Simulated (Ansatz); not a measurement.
MgS (Fm-3m), r2SCAN with spin-orbit coupling, rigid bands (Ansatz, a first-principles code): N_c = 1.71e19 cm⁻³ at 300 K and an electron conductivity mass of 0.365 mₑ.

Q: For 1e17 electrons per cm³ at 300 K, place the Fermi level, estimate the Seebeck coefficient of a parabolic band with constant τ, and give mobility and conductivity for τ = 50 fs.

A: The level lies k_BT ln(N_c/n) = 0.133 eV below the conduction-band minimum. S ≈ −(k_B/e)[ln(N_c/n) + 5/2] = -659 μV/K, against -657 μV/K from the full bands (mean over directions). μ = eτ/m = 241 cm²/(V·s) and σ = neμ = 3.86 S/cm. τ is assumed, not computed.

Band transport and this doping are assumed; polarons and phonon drag are left out.
